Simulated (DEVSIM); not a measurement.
Structure: abrupt Si n-p junction, at 300 K.

Layer 1 from the left is Si, thickness (μm) 0.0320, Nd (cm⁻³) 4.3e17, τn (s) 1.9e-6, τp (s) 1.9e-6. Layer 2 from the left is Si, thickness (μm) 19.0, Na (cm⁻³) 7e14, τn (s) 1.9e-6, τp (s) 1.9e-6.

Left contact: ohmic. Right contact: ohmic. Voltage is applied to the left contact. Recombination: SRH at mid-gap, radiative, Auger. Mobility is μmin + (μ − μmin)/(1 + (N/Nref)^α).

This is a model device: material constants are rounded textbook-type values typed into the input, and sizes, dopings and lifetimes were drawn at random. Values at 300 K.

Si: gap (eV) 1.124, affinity (eV) 4.05, permittivity 11.7, Nc (cm⁻³) 2.86e19, Nv (cm⁻³) 3.1e19, μn (cm²/Vs) 1417, μp (cm²/Vs) 470, μn,min 52, μp,min 45, Nref,n 9.7e16, Nref,p 2.2e17, αn 0.68, αp 0.72, B (cm³/s) 4.7e-15, Cn (cm⁶/s) 2.8e-31, Cp (cm⁶/s) 9.9e-32.

### Question
Estimate by hand the built-in potential, the peak field at zero bias, the capacitance at 3 V, and compare with a numerical solution.

### Answer

- Built-in potential: ni = √(Nc Nv) exp(−Eg/2kT) = 1.08e10 cm⁻³ with Eg = 1.124 eV; Vbi = kT/q ln(Na Nd/ni²) = 0.739 V; numerical 0.739 V.
- Peak field at zero bias: depletion approximation: W = √(2εVbi/(qN)) = 1.17 μm with N = 6.99e14 cm⁻³; field = 2Vbi/W = 12600 V/cm; numerical 36900 V/cm (estimate below by 66 %).
- Capacitance at 3 V: C = √(qεN / 2(Vbi + |V|)) = 3.94 nF/cm²; numerical 3.93 nF/cm².

Model (solved in DEVSIM): 1D drift-diffusion, Boltzmann statistics, complete ionisation; no tunnelling, impact ionisation, image-force lowering or self-heating.
